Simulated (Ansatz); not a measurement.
The parent structure is HfC in the rock salt structure (space group Fm-3m, No. 225; a = 4.6406 Å; relaxed with 0.1 eV smearing). Axes: x, y, z lie along the cube axes.

Level of theory: r2SCAN, PAW, 500 eV (Ansatz, a first-principles code; no spin-orbit coupling).

Strains are applied to the cell and any free atomic positions relax.

One change was made to it. Results:

```tsv
quantity	base	after
energy relative to the base (free energy F)	0 meV/atom	+29 meV/atom
pressure (mean of the normal stresses, compression positive)	0.0 GPa	0.2 GPa
band gap	zero	zero
```

Task: Name the change that was made.
A) tensor shear ε_xy = +3.17 %
B) isotropic strain −0.45 %
C) uniaxial strain ε_yy = −1.02 %

Result: A, tensor shear ε_xy = +3.17 %. For comparison, the energy relative to the base in the other runs: isotropic strain −0.45 % gives +1.8 meV/atom; uniaxial strain ε_yy = −1.02 % gives +2.2 meV/atom.

No phonon test of stability was made. All final runs are without spin polarisation.
